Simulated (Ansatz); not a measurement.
Band structure of NaSbF₆ (Fm-3m, 8 atoms in the cell).

```
CELL_PARAMETERS angstrom
      0.00000     4.10773     4.10773
      4.10773     0.00000     4.10773
      4.10773     4.10773     0.00000
ATOMIC_POSITIONS crystal
  Na 0.50000 0.50000 0.50000
  Sb 0.00000 0.00000 0.00000
  F  0.77128 0.77128 0.22872
  F  0.22872 0.22872 0.77128
  F  0.22872 0.77128 0.77128
  F  0.77128 0.22872 0.22872
  F  0.77128 0.22872 0.77128
  F  0.22872 0.77128 0.22872
```

Level of theory: LDA (PW92), default PAW files made with PBE (plane waves; Ansatz, a quantum-chemistry and plane-wave program).

Settings: basis.ecutwfc = 420 eV; kpoints.mp_grid.grid = 5 5 5; hamiltonian.xc = lda; hamiltonian.pseudopotentials = {kind: paw} (the program's default PAW files); scf.occupations.method = fermi_dirac; scf.occupations.width = 0.01 eV; kpoints.band_path.npoints = 8.

The starting cell comes from a database of computed structures (which also holds hypothetical and non-ambient phases and stackings), without a prior relaxation at this level. Its lattice was rescaled by a random factor within 2.5 % of one. Spin-orbit coupling is off.

Q: Predict the gap along the standard path and the places of the band edges.

A: The gap along the path is 5.32 eV, direct at Γ to within 0.01 eV.

Levels in eV from the top of the valence band on the path, bands 30 to 37:
| point | 30 | 31 | 32 | 33 | 34 | 35 | 36 | 37 |
|---|---|---|---|---|---|---|---|---|
| Γ | -0.65 | 0.00 | 0.00 | 0.00 | 5.32 | 9.61 | 11.18 | 11.18 |
| X | -0.69 | -0.35 | -0.35 | 0.00 | 6.37 | 10.05 | 11.07 | 11.07 |
| W | -0.75 | -0.35 | -0.16 | -0.16 | 6.43 | 10.40 | 10.40 | 10.58 |
| K | -0.65 | -0.31 | -0.27 | -0.07 | 6.40 | 10.23 | 10.23 | 11.30 |
| L | -0.54 | -0.17 | -0.17 | -0.12 | 6.24 | 9.40 | 10.79 | 11.63 |
| U | -0.65 | -0.31 | -0.27 | -0.07 | 6.40 | 10.23 | 10.23 | 11.30 |

Keys are those of Ansatz 0.2.
